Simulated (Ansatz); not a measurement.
Ansatz (a program for electronic structure) run on In2Se3 (P1, 5 atoms in the cell): self-consistent single point.

Level of theory: PBEsol, default PAW files made with PBE (plane waves; Ansatz).

```
In2Se3
1.0
    3.96348     0.00000     0.00000
    1.98014     3.43370     0.00000
    0.01639     0.02825     9.83448
In Se
2 3
Direct
  0.33315   0.33413   0.81545
  0.66685   0.66583   0.18963
  0.00000   0.00000   0.00000
  0.33344   0.33118   0.32365
  0.66656   0.66882   0.67635
```

Reference input (self-consistent single point, DFT, PBEsol, plane waves, default PAW files made with PBE): basis.ecutwfc = 420 eV; kpoints.mp_grid.grid = 6 6 2; hamiltonian.xc = pbesol; hamiltonian.pseudopotentials = {kind: paw} (the program's default PAW files); scf.occupations.method = gaussian; scf.occupations.width = 0.2 eV. This run's input differs from it in these lines:

Ansatz 0.2 input:
```diff
@@ -15,3 +15,3 @@
 kpoints:
-  mp_grid: { grid: [6, 6, 2] }
+  mp_grid: { grid: [17, 17, 6] }
 hamiltonian:
```

The program printed (abridged):

```
SCF iter   1: F=—  HF=-27325.809955 eV  |F-HF|=—  |Δ(HF+E_count)|=         —  Δρ=3.70e-3  dr2=2.40e-2  ethr=1.77e-3  ⟨swp⟩=6.6  Hψ=151153  notcnv=0
all-band conjugate gradients solve this SCF's bands
preconditioner: auto → LDOS
SCF iter   2: F=—  HF=-27325.807483 eV  |F-HF|=—  |Δ(HF+E_count)|=   2.47e-3  Δρ=2.87e-3  dr2=2.30e-2  ethr=3.25e-5  ⟨swp⟩=2.0  Hψ=79678  notcnv=0  defer=149
   [... lines left out ...]
SCF iter   4: F=—  HF=-27325.799557 eV  |F-HF|=—  |Δ(HF+E_count)|=   4.56e-4  Δρ=1.52e-4  dr2=3.51e-5  ethr=3.46e-6  ⟨swp⟩=2.0  Hψ=42513  notcnv=0  defer=149
SCF iter   5: F=—  HF=-27325.799565 eV  |F-HF|=—  |Δ(HF+E_count)|=   7.47e-6  Δρ=4.73e-5  dr2=1.83e-6  ethr=4.74e-8  ⟨swp⟩=2.0  Hψ=69781  notcnv=0  defer=104
SCF iter   6: F=—  HF=-27325.799566 eV  |F-HF|=—  |Δ(HF+E_count)|=   1.01e-6  Δρ=8.97e-6  dr2=1.07e-7  ethr=2.47e-9  ⟨swp⟩=2.0  Hψ=56215  notcnv=0  defer=75
SCF iter   7: F=-27325.799566 eV  HF=-27325.799566 eV  |F-HF|=2.50e-9  |Δ(HF+E_count)|=   3.57e-9  Δρ=1.90e-6  dr2=7.00e-9  ethr=1.35e-10  ⟨swp⟩=9.0  Hψ=181029  notcnv=0
SCF 1 converged in 7 iterations: F = -27325.799566 eV  dr2 = 7.00e-9
Free energy (F): -27325.799566 eV
Internal energy: -27325.791851 eV  (E = F + TS)
E sigma→0 (E₀):  -27325.795709 eV
Entropy (-TS):   -0.007715 eV (-1.543 meV/atom)
Fermi energy:    7.295631 eV
--- Forces (eV/Å), atoms counted from 1 ---
  atom   1  In     0.00322092     0.00385923    -0.27234901
  atom   2  In    -0.00283554    -0.00353383    -0.07695046
  atom   3  Se    -0.00047247    -0.00049072     0.08457671
  atom   4  Se     0.00122476     0.00154616     0.07670993
  atom   5  Se    -0.00113774    -0.00138083     0.18802260
--- Stress (GPa, compression-positive) ---
       -0.780817       0.006969      -0.005239
        0.006969      -0.784450      -0.007308
       -0.005239      -0.007308      -0.364645
  P = ⅓ Tr σ = -0.6433 GPa (-6.433 kbar)
  The stress holds the Pulay correction. Without it, at fixed plane waves, as pw.x and ABINIT print it: P = -0.6732 GPa
```

The run converged in 7 iterations. Against the reference run the free energy falls by 2.8 meV/atom, the pressure hardly changes (-0.61 to -0.64 GPa) and the largest force goes from 0.227 to 0.272 eV/Å.

The starting cell comes from a database of computed structures (which also holds hypothetical and non-ambient phases and stackings), without a prior relaxation at this level. Its lattice was rescaled by up to half a per cent. One atom was moved a little off its site on purpose. Ansatz's pressure includes its estimate of the finite-basis (Pulay) stress. A gap is left out here, as mesh or smearing make it unsure.

Cost on one core of a shared machine: roughly 6 min.
